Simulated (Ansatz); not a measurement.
## Convergence study of the k-point mesh at a smearing width of 0.02 eV for Al2Cu (I4mm, 3 atoms in the cell)

```
Al2Cu
1.0
   -2.02018     2.02018     2.83684
    2.02018    -2.02018     2.83684
    2.02018     2.02018    -2.83684
Al Cu
2 1
Direct
  0.75000   0.25000   0.50000
  0.25000   0.75000   0.50000
  0.50881   0.50881   0.00000
```

Method: LDA (PW92), default PAW files made with PBE (plane waves; Ansatz, an electronic-structure program).

Base settings: basis.ecutwfc = 420 eV; kpoints.mp_grid.grid = 11 11 11; hamiltonian.xc = lda; hamiltonian.pseudopotentials = {kind: paw} (the program's default PAW files); scf.occupations.method = gaussian; scf.occupations.width = 0.1 eV.

In this ladder: scf.occupations.width = 0.02 eV.

Only quantities that move along the ladder and can be compared are tabulated.

The count of work is k-points × plane waves × bands × iterations; it is no time. 

The starting cell comes from a database of computed structures (which also holds hypothetical and non-ambient phases and stackings), without a prior relaxation at this level. Its lattice was rescaled by up to half a per cent. One atom was moved a little off its site on purpose. Spin polarisation is off. Ansatz's pressure includes its estimate of the finite-basis (Pulay) stress.

```csv
kpoints.mp_grid.grid,free energy less the last step's (meV/atom),pressure (GPa),largest difference of a force vector from the last step's (eV/Å),count of work / last
4 4 4,26.50,-1.94,0.014,0.0076
5 5 5,-2.37,-1.93,0.017,0.010
6 6 6,0.63,-1.75,0.004,0.017
7 7 7,3.72,-1.67,0.005,0.023
9 9 9,4.85,-1.59,0.013,0.051
10 10 10,-1.74,-1.57,0.004,0.059
13 13 13,0.03,-1.63,0.002,0.11
15 15 15,-0.01,-1.61,0.001,0.20
22 22 22,0.15,-1.62,0.000,0.57
27 27 27,0.00,-1.62,0.000,1.0
```

Coarsest kpoints.mp_grid.grid that holds the forces within 0.01 eV/Å of the last step, with all finer ones: 10 10 10, at 0.059 of the last step's count of work; the step before is off by 0.013 eV/Å.

Coarsest kpoints.mp_grid.grid that holds the pressure within 0.2 GPa of the last step, with all finer ones: 6 6 6, at 0.017 of the last step's count of work; the step before is off by 0.31 GPa.

Coarsest kpoints.mp_grid.grid that holds the free energy within 0.5 meV/atom of the last step, with all finer ones: 13 13 13, at 0.11 of the last step's count of work; the step before is off by 1.7 meV/atom.

Two neighbours can agree and both be off: 4 4 4 and 5 5 5 differ by 0.00 GPa in the pressure, yet lie about 0.31 GPa from the last step.

Keys are those of Ansatz 0.2.
